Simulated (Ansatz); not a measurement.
The starting structures come from a database of crystals and need not be the phases stable at ambient conditions.

 Where the default PAW files enter, the runs use the earlier of Ansatz's two default sets.

**Evanescent states of NaTaO₃ (P4/mbm, not sure to be the ambient phase, 10 atoms a cell, 11.9 Å³ an atom) along the normal of (100)**

These are PBEsol (plane waves, PAW; Ansatz, a quantum-chemistry and plane-wave program) values and carry that method's errors.

The gap is the functional's own. No spin-orbit coupling. Mid-gap values are interpolated on the energy grid.

Energies count from the valence-band top; κ is the least over a 8×6 mesh across the current.

```csv
E (eV),κ (1/Å),where
0.06,0.169,off Γ
0.18,0.197,Γ
0.30,0.207,Γ
0.42,0.215,Γ
0.54,0.222,Γ
0.66,0.228,Γ
0.78,0.232,Γ
0.90,0.234,Γ
1.02,0.236,Γ
1.14,0.236,Γ
1.26,0.235,Γ
1.38,0.233,Γ
1.50,0.229,Γ
1.62,0.224,Γ
1.74,0.217,Γ
1.86,0.208,Γ
1.98,0.197,Γ
2.10,0.168,Γ
2.22,0.115,Γ
```

Question: How thick must the barrier be to attenuate the transmission by 10^6 when the electrodes' Fermi level lies at 1.38 eV, and what attenuation does that film give at 1.02 eV?

Answer: d = 6 ln 10 / (2 × 0.233) = 29.6 Å. At 1.02 eV it gives 6 × 0.236/0.233 = 6.1 decades.
